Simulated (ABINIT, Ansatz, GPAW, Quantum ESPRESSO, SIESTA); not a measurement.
**Hf (P6_3/mmc, 2 atoms in the cell) computed with different codes at matched settings**

Self-consistent single point.

```xyz
2
Lattice="3.2202 0.0000 0.0000 -1.6101 2.7887 0.0000 0.0000 0.0000 5.0889" Properties=species:S:1:pos:R:3 pbc="T T T"
Hf     0.0000     1.8592     1.2722
Hf     1.6101     0.9296     3.8167
```

Shared settings, as Ansatz (a program for electronic structure) writes them: kpoints.mp_grid.grid = 3 3 2; scf.occupations.method = gaussian; scf.occupations.width = 0.136 eV. Potentials and cutoffs stand in the table.

| code | model | pressure (GPa) | cutoff |
|---|---|---|---|
| GPAW | PBE, GPAW PAW datasets PBE (gpaw-data 1.0.1) | -1.55 | 600 eV |
| ABINIT | PBE, PAW (JTH v2.0 PBE PAW) | -1.99 | 20 Ha |
| Quantum ESPRESSO | PBE, PseudoDojo standard norm-conserving (PBE) pseudopotentials | -1.77 | 60 Ry |
| Ansatz | PBE, default PAW files | -1.84 | default |
| SIESTA | GGA PBE, numerical atomic orbitals TZP, PseudoDojo PBE standard norm-conserving potentials (rewritten from UPF to PSML) | -3.99 | grid 300 Ry |

On Ansatz's run: spin-orbit coupling is off.

The spread over the programs that give each value: pressure within 2.44 GPa.

SIESTA uses small atom-centred bases, whose incompleteness enters pressures, forces and empty levels differently from a plane-wave cutoff. Ansatz's pressure is given at a fixed set of plane waves, as the other plane-wave codes print theirs; with its correction for the finite basis it is -1.80 GPa. In the pressure, SIESTA (by 2.18) lies more than 1 GPa from the median of the plane-wave programs.

On the base mesh (16 16 9) the same programs gave: Ansatz pressure -1.48 GPa; Quantum ESPRESSO pressure -1.43 GPa; ABINIT pressure -1.65 GPa; GPAW pressure -1.18 GPa; SIESTA pressure -3.92 GPa.

The values differ from the base mesh's, so the mesh still matters here: the table compares the programs at equal settings.

The starting cell comes from a database of computed structures (which also holds hypothetical and non-ambient phases and stackings), without a prior relaxation at this level. Its lattice was rescaled by a random factor within 2.5 % of one.

Left out of this page: Elk (not drawn, or without a comparable value).

Keys are those of Ansatz 0.2.
